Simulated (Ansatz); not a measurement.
Take CuI in the zinc blende structure (space group F-43m, No. 216; a = 6.079 Å) as the base. Axes: x, y, z lie along the cube axes.

Calculations: PBE in Ansatz (plane waves to 420 eV, PAW, spin-orbit coupling left out).

Now apply this change: an isotropic linear strain of −2.50 %, atoms relaxed at fixed cell.

Predict the stress tensor and what it implies for the stiffness.

Stress of the strained cell less that of the base (GPa, compression positive):
```
   3.61    0.00    0.00
   0.00    3.61    0.00
   0.00    0.00    3.61
```

Then B = −ΔP/(ΔV/V₀) with ΔV/V₀ = -0.0731 gives secant stiffness values (nonlinear terms included at this strain): B ≈ 49 GPa.

As a check, the harmonic strain energy −½ V₀ Δσ:ε is 24 meV/atom; the computed energy rise is 21 meV/atom.

No phonon test of stability was made. The final runs are not spin-polarised.

Ansatz is an electronic-structure program.
